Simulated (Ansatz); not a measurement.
# PbS in the rock salt structure (space group Fm-3m, No. 225)

```yaml
crystal:
  lattice:
    - [0.00000, 3.00445, 3.00445]
    - [3.00445, 0.00000, 3.00445]
    - [3.00445, 3.00445, 0.00000]
  atoms:
    - { symbol: S, position: [0.00000, 0.00000, 0.00000] }
    - { symbol: Pb, position: [0.50000, 0.50000, 0.50000] }
```

Calculations: plane-wave PAW DFT at the PBE level (Ansatz, a quantum-chemistry and plane-wave program, 420 eV), no spin-orbit coupling. Γ-centred 10×10×10 mesh, Fermi–Dirac width 0.05 eV.

| Quantity | Result |
|---|---|
| Volume per atom | 27.12 Å³ |
| Density | 7.32 g/cm³ |
| Band gap | 0.49 eV, direct at L |
| Electron mass | 0.16 mₑ |
| Lowest conduction-band minima above the VBM | L along ⟨111⟩ 0.49 eV; a point along ⟨110⟩, about 0.6 Å⁻¹ from Γ 1.36 eV |
| Total energy | -6404.786 eV/atom (σ→0; compares only within this code and set-up) |

Spin-orbit coupling, missing from the scalar runs, can matter with Pb. Effective masses come from finite differences of ±0.01 Å⁻¹. Stability against distortions was not tested.
